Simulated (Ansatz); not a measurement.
Results of PBE (Ansatz, a quantum-chemistry and plane-wave program, plane waves, PAW) for MgS (model structure, started from the cinnabar type, Fm-3m, No. 225, 6 atoms in the cell).

Numerical settings: plane-wave cutoff 500 eV, 12×12×6 k mesh (along the axes of the cell as run), Fermi–Dirac smearing 0.05 eV, scalar-relativistic PAW data made under PBE.

Cell (relaxed at this level):

```cif
data_Mg3S3
_chemical_formula_sum 'Mg3 S3'
_space_group_name_H-M_alt 'P 1'
_space_group_IT_number 1
_cell_length_a 3.69783
_cell_length_b 3.69783
_cell_length_c 9.05724
_cell_angle_alpha 90.000
_cell_angle_beta 90.000
_cell_angle_gamma 120.000
loop_
_space_group_symop_operation_xyz
  'x, y, z'
loop_
_atom_site_label
_atom_site_type_symbol
_atom_site_fract_x
_atom_site_fract_y
_atom_site_fract_z
_atom_site_occupancy
Mg1 Mg 0.66667 0.00000 0.66667 1
Mg2 Mg 0.00000 0.66667 0.33333 1
Mg3 Mg 0.33333 0.33333 0.00000 1
S1 S 0.66666 0.00000 0.16667 1
S2 S 0.00000 0.66666 0.83333 1
S3 S 0.33334 0.33334 0.50000 1
```

Predict the band gap.


* **band gap**: 2.76 eV (on the SCF k mesh)

A model structure was made by putting elements into a prototype or built by hand; here it ended with the formula and space group of a phase in our tables.
